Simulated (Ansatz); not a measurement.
The starting structures come from a database of crystals and need not be the phases stable at ambient conditions.

 Where the default PAW files enter, the runs use the earlier of Ansatz's two default sets.

Inside the gap of an insulator the Bloch states are evanescent, with a wavenumber k + iκ along the transport direction.

Given:

```xyz
4
Lattice="3.8655 0.0000 0.0000 0.0000 3.8655 0.0000 0.0000 0.0000 5.4556" Properties=species:S:1:pos:R:3 pbc="T T T"
Al     1.9327     1.9327     2.7278
Ga     0.0000     0.0000     0.0000
P      0.0000     1.9327     1.3660
P      1.9327     0.0000     4.0896
```

Space group of this cell: P-4m2. The cell is taken as given.

Transport runs along the normal of the first two printed cell vectors, the (001) plane of the conventional cell.

The gap is the functional's own. No spin-orbit coupling. Mid-gap values are interpolated on the energy grid.

### Question
Give the band gap and the smallest decay constant κ at mid-gap that PBEsol in Ansatz (a program for electronic structure) yields.

### Answer
Gap 1.49 eV on a 8×8×6 mesh; κ = 0.156 1/Å, at the zone centre.
